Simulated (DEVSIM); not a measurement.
Device: illuminated Ge n-on-p cell, one wavelength, at 250 K.

| layer (left to right) | material | thickness (μm) | Nd (cm⁻³) | Na (cm⁻³) | τn (s) | τp (s) | absorption coefficient (cm⁻¹) |
|---|---|---|---|---|---|---|---|
| 1 | Ge | 0.660 | 3.5e18 | - | 1.8e-6 | 3.8e-5 | 940 |
| 2 | Ge | 250 | - | 4.6e16 | 5e-5 | 5e-5 | 940 |

Left contact: ohmic, minority hole recombination velocity 1e6 cm/s. Right contact: ohmic, minority electron recombination velocity 5000 cm/s. Voltage is applied to the left contact. Recombination: SRH at mid-gap, radiative, Auger. Light enters at the left, 1.3e18 photons cm⁻² s⁻¹, one pass, no reflection. Mobility is μmin + (μ − μmin)/(1 + (N/Nref)^α).

Constants are typed, rounded textbook-type inputs, not results; the design itself was drawn at random and stands for no fabricated device. Values at 300 K; Nc and Nv go as T^1.5, mobilities as T to minus their exponent, the gap by Varshni's rule with the affinity fixed.

```csv
parameter,Ge
gap (eV),0.664
affinity (eV),4
permittivity,16
Nc (cm⁻³),1.04e19
Nv (cm⁻³),6e18
μn (cm²/Vs),3900
μp (cm²/Vs),1900
"μn,min",150
"μp,min",100
"Nref,n",2.6e17
"Nref,p",4e17
αn,0.56
αp,0.6
T exponent of μn,1.66
T exponent of μp,2.33
B (cm³/s),6.4e-14
Cn (cm⁶/s),1e-31
Cp (cm⁶/s),1e-31
Varshni α (eV/K),0.000477
Varshni β (K),235
```

DEVSIM, 1D drift-diffusion, Boltzmann statistics, complete ionisation; no tunnelling, impact ionisation, image-force lowering or self-heating.

The thickness of layer 1 was swept, all else fixed.

```json
[
 {"thickness of layer 1 (μm)": "0.13", "short-circuit current (mA/cm²)": "202", "share of generated pairs collected at short circuit": "0.969", "fill factor": "…", "open-circuit voltage (V)": "…"},
 {"thickness of layer 1 (μm)": "0.23", "short-circuit current (mA/cm²)": "201", "share of generated pairs collected at short circuit": "0.966", "fill factor": "0.78", "open-circuit voltage (V)": "0.352"},
 {"thickness of layer 1 (μm)": "0.4", "short-circuit current (mA/cm²)": "200", "share of generated pairs collected at short circuit": "0.959", "fill factor": "0.78", "open-circuit voltage (V)": "0.357"},
 {"thickness of layer 1 (μm)": "0.66", "short-circuit current (mA/cm²)": "198", "share of generated pairs collected at short circuit": "0.949", "fill factor": "0.78", "open-circuit voltage (V)": "0.361"},
 {"thickness of layer 1 (μm)": "1.1", "short-circuit current (mA/cm²)": "194", "share of generated pairs collected at short circuit": "0.931", "fill factor": "0.78", "open-circuit voltage (V)": "0.365"},
 {"thickness of layer 1 (μm)": "2", "short-circuit current (mA/cm²)": "186", "share of generated pairs collected at short circuit": "0.894", "fill factor": "0.78", "open-circuit voltage (V)": "0.368"},
 {"thickness of layer 1 (μm)": "3.3", "short-circuit current (mA/cm²)": "176", "share of generated pairs collected at short circuit": "0.845", "fill factor": "0.78", "open-circuit voltage (V)": "0.370"}
]
```

Some entries are withheld; supply them.


- 0.13, fill factor: 0.77
- 0.13, open-circuit voltage (V): 0.347
